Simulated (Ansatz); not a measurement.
The starting structures come from a database of crystals and need not be the phases stable at ambient conditions.

Inside the gap of an insulator the Bloch states are evanescent, with a wavenumber k + iκ along the transport direction.

```
CELL_PARAMETERS angstrom
      6.19785     0.00000     0.00000
     -3.09892     5.36749     0.00000
      3.09892     1.78916     5.06052
ATOMIC_POSITIONS crystal
  Sn 0.00000 0.50000 0.50000
  Sn 0.00000 0.00000 0.00000
  F  0.00000 0.72855 0.72855
  F  0.00000 0.27145 0.27145
  F  0.00000 0.72855 0.27145
  F  0.00000 0.27145 0.72855
  F  0.54289 0.27145 0.72855
  F  0.45711 0.72855 0.27145
```

Space group of this cell: Fm-3m. The cell was relaxed by PBE-D3(BJ); by r2SCAN its mean pressure is -2.1 GPa.

Transport runs along the normal of the first two printed cell vectors, the (111) plane of the conventional cell.

No gap correction and no spin-orbit coupling; mid-gap values are interpolated between computed energies.

Estimate the band gap and the smallest decay constant κ at mid-gap that Ansatz (a first-principles code) with r2SCAN returns for this system.

Gap 3.17 eV on a 8×8×8 mesh; κ = 0.281 1/Å, at the zone centre.
